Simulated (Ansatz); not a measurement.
**A constructed model of the (0001) surface of 4H silicon carbide, Si-terminated, (√3x√3)R30° Al adatom at H3 (bottom of the slab: 3 H on 3 bottom sites)**

The numbers are results of r2SCAN, at the PBE geometry (plane waves to 500 eV, PAW; Ansatz, a program for electronic structure), not measurements.

Set-up: 28 atoms, 11.0 Å thick at the start with caps and adatoms (thin: gaps and levels are the slab's own); mesh 6x6x1; 0.025 eV smearing; dipole correction on; single point; on the structure that PBE left under its start's symmetry; no spin, no spin-orbit, no U. In PBE it lies 0.21 eV a 1x1 cell over the lowest computed structure of the same composition ((√3x√3)R30° Al adatom at T4).

```yaml
gap_of_the_slab_on_its_k_mesh: 1.52 eV
highest_filled_level_below_the_top_vacuum_level: 4.49 eV
cost: around 70 core-seconds (rough)
```
